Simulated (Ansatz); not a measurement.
The reference is GaN in the zinc blende structure (space group F-43m, No. 216).

```
CELL_PARAMETERS angstrom
      0.00000     2.27440     2.27440
      2.27440     0.00000     2.27440
      2.27440     2.27440     0.00000
ATOMIC_POSITIONS crystal
  N  0.75000 0.75000 0.75000
  Ga 0.00000 0.00000 0.00000
```

Levels (all Ansatz, a first-principles code, PAW, earlier PAW set): PBE (420 eV, spin-orbit coupling left out); r2SCAN (500 eV, spin-orbit coupling left out); HSE06 (420 eV, no spin-orbit coupling); PBE+SOC (420 eV, spin-orbit coupling included); HSE06+SOC (420 eV, spin-orbit coupling included).

One geometry, relaxed with PBE, under each level:

Notes on the quantities. hole mass: degenerate bands, along [100].

The valence-band top lists the three highest levels at Γ (Kramers pairs under SOC), from the VBM.

| level | band gap | lowest conduction level above the VBM at special points | valence-band top at Γ | electron mass | hole mass | pressure |
|---|---|---|---|---|---|---|
| PBE | 1.54 eV | Γ 1.54 eV; X 3.35 eV; L 4.45 eV; U 4.95 eV | 0.00, 0.00, 0.00 eV | 0.14 mₑ (at Γ) | 0.15, 0.90, 0.90 mₑ (at Γ) | 0.1 kbar |
| r2SCAN | … | … | – | … | … | … |
| HSE06 | 2.75 eV | Γ 2.75 eV; X 4.43 eV; L 5.86 eV | – | – | – | – |
| PBE+SOC | 1.54 eV | Γ 1.54 eV; X 3.34 eV; L 4.45 eV; U 4.95 eV | 0.00, 0.00, -0.01 eV | 0.14 mₑ (at Γ) | 0.21, 0.92 mₑ (at Γ) | -0.1 kbar |
| HSE06+SOC | 2.74 eV | Γ 2.74 eV; X 4.42 eV; L 5.85 eV | 0.00, 0.00, -0.02 eV | – | – | – |

Give the withheld r2SCAN results.


- r2SCAN, band gap: 1.94 eV
- r2SCAN, lowest conduction level above the VBM at special points: Γ 1.94 eV; X 3.76 eV; L 4.98 eV; U 5.42 eV
- r2SCAN, electron mass: 0.16 mₑ (at Γ)
- r2SCAN, hole mass: 0.16, 0.87, 0.87 mₑ (at Γ)
- r2SCAN, pressure: -61.2 kbar

Single points use the geometry relaxed with PBE. Their cutoffs differ, which shifts pressures a little. The spin-orbit shifts are approximate. Masses are band curvatures over ±0.01 Å⁻¹ around the edge. Whether these cells are dynamically stable was not tested. This is not the structure that GaN has at room temperature and ambient pressure.
